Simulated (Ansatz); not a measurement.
# ZrO2: pressure −1 GPa

The reference is ZrO2 (space group P2_1/c, No. 14; a = 5.1899 Å, b = 5.2419 Å, c = 5.3785 Å, α = γ = 90.00°, β = 99.68°).

Now apply this change: hydrostatic tension (pressure −1 GPa).

All numbers come from DFT with PBE, PAW potentials and a 420 eV plane-wave cutoff in Ansatz (a first-principles code), without spin-orbit coupling. k-mesh 5×5×5 (Γ-centred); smearing 0.05 eV (Fermi–Dirac).

| quantity | base | changed | shift |
|---|---|---|---|
| volume per atom | 12.02 Å³ | 12.09 Å³ | +0.07 Å³ |
| density | 5.67 g/cm³ | 5.64 g/cm³ | -0.03 g/cm³ |
| shortest interatomic distance | 205.8 pm | 205.9 pm | +0.16 pm |
| enthalpy H = E + PV relative to the base's energy | – | -0.08 eV/atom | – |
| band gap | 3.65 eV | 3.65 eV | +0.007 eV |
| gap character | indirect, Γ → Y₂ | indirect, Γ → Y₂ | – |
| smallest direct gap | 3.71 eV | 3.72 eV | +0.01 eV |
| width of the top valence band | 0.68 eV | 0.68 eV | 0.00 eV |
| valence-band top at Γ (three highest levels, from the VBM) | 0.00, -0.19, -0.55 eV | 0.00, -0.19, -0.54 eV | – |
| valley order (the lowest conduction-band minima on the path, energy above the VBM, named in the base's zone) | – | Y₂ (1/2, 0, 0) 3.65 eV; A (1/2, 0, 1/2) 3.81 eV; Γ 4.06 eV | – |

Load acts through the strain it causes; cell and atoms are relaxed under it. No phonon test of stability was made.
